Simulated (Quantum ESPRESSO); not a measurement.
**Short convergence ladders for Ta (Im-3m, 1 atom in the cell)**

```xyz
1
Lattice="-1.6583 1.6583 1.6583 1.6583 -1.6583 1.6583 1.6583 1.6583 -1.6583" Properties=species:S:1:pos:R:3 pbc="T T T"
Ta     0.0000     0.0000     0.0000
```

Base method: PBE, SSSP 1.1.2 precision (PBE) pseudopotentials (plane waves; Quantum ESPRESSO).

Base settings: ecutwfc = 50 Ry; ecutrho = 400 Ry; occupations = smearing; smearing = gaussian; degauss = 0.0073499 Ry; potentials = {Ta: Ta_pbe_v1.uspp.F.UPF}; K_POINTS = automatic 14 14 14 0 0 0; conv_thr = 1e-10 Ry.

The count of work is k-points × plane waves × bands × iterations; it is no time. Core times come from one kind of shared machine, to one figure; runs under 30 s give none.

**The width of Fermi-Dirac smearing**

In this ladder: smearing = fermi-dirac; K_POINTS = automatic 23 23 23 0 0 0.

Narrow widths need finer meshes than wide ones, so the last steps can hold mesh noise.

Only quantities that move along the ladder and can be compared are tabulated; pressure and forces are left out, as mesh noise rules them at narrow widths.

| degauss | free energy less the last step's (meV/atom) | energy extrapolated to zero width less the last step's (meV/atom) |
|---|---|---|
| 0.073499 Ry | -1623.09 | -111.78 |
| 0.036749 Ry | -456.12 | -47.48 |
| 0.02205 Ry | -177.27 | -13.69 |
| 0.0147 Ry | -79.69 | -3.13 |
| 0.0073499 Ry | -16.18 | 0.42 |
| 0.0036749 Ry | 0.00 | 0.00 |

Widest degauss that holds the energy extrapolated to zero width within 1 meV/atom of the last step, with all finer ones: 0.0073499 Ry; the step before is off by 3.1 meV/atom.

Widest degauss that holds the free energy within 5 meV/atom: not settled: the last two steps still differ by 16 meV/atom, over half the tolerance, so the ladder does not show it.

The extrapolation to zero width removes most of the smearing's effect on the energy.

**The width of Methfessel-Paxton smearing**

In this ladder: smearing = methfessel-paxton; K_POINTS = automatic 23 23 23 0 0 0.

Narrow widths need finer meshes than wide ones, so the last steps can hold mesh noise.

Only quantities that move along the ladder and can be compared are tabulated; pressure and forces are left out, as mesh noise rules them at narrow widths.

```csv
degauss,free energy less the last step's (meV/atom)
0.073499 Ry,-18.83
0.036749 Ry,-0.63
0.02205 Ry,1.25
0.0147 Ry,0.75
0.0073499 Ry,0.07
0.0036749 Ry,0.00
```

Widest degauss that holds the free energy within 2 meV/atom of the last step, with all finer ones: 0.036749 Ry; the step before is off by 19 meV/atom.

**The mesh under tetrahedron occupations**

In this ladder: occupations = tetrahedra_opt; smearing = default; degauss = default.

Only quantities that move along the ladder and can be compared are tabulated.

```csv
K_POINTS,free energy less the last step's (meV/atom),pressure (GPa),count of work / last,core time / last (rough)
automatic 6 6 6 0 0 0,121.18,3.22,0.015,–
automatic 7 7 7 0 0 0,82.58,1.42,0.022,–
automatic 9 9 9 0 0 0,50.32,0.92,0.039,–
automatic 11 11 11 0 0 0,28.53,0.59,0.062,–
automatic 14 14 14 0 0 0,14.47,0.32,0.12,–
automatic 17 17 17 0 0 0,7.52,0.20,0.18,0.2
automatic 21 21 21 0 0 0,3.25,0.10,0.32,0.4
automatic 26 26 26 0 0 0,1.03,0.06,0.57,0.5
automatic 32 32 32 0 0 0,0.00,0.03,1.0,1
```

Coarsest K_POINTS that holds the pressure within 0.2 GPa of the last step, with all finer ones: automatic 17 17 17 0 0 0, at 0.18 of the last step's count of work and about 0.2 of the last step's time; the step before is off by 0.29 GPa.

Coarsest K_POINTS that holds the free energy within 5 meV/atom of the last step, with all finer ones: automatic 21 21 21 0 0 0, at 0.32 of the last step's count of work and about 0.4 of the last step's time; the step before is off by 7.5 meV/atom.

On the base run: the starting cell has typed, rounded lattice constants, without a prior relaxation at this level. Its lattice was rescaled by up to half a per cent. Spin polarisation is off.

Left out of this page: 4 runs of the series outside the window shown, repeating another row's setting, or not comparable.
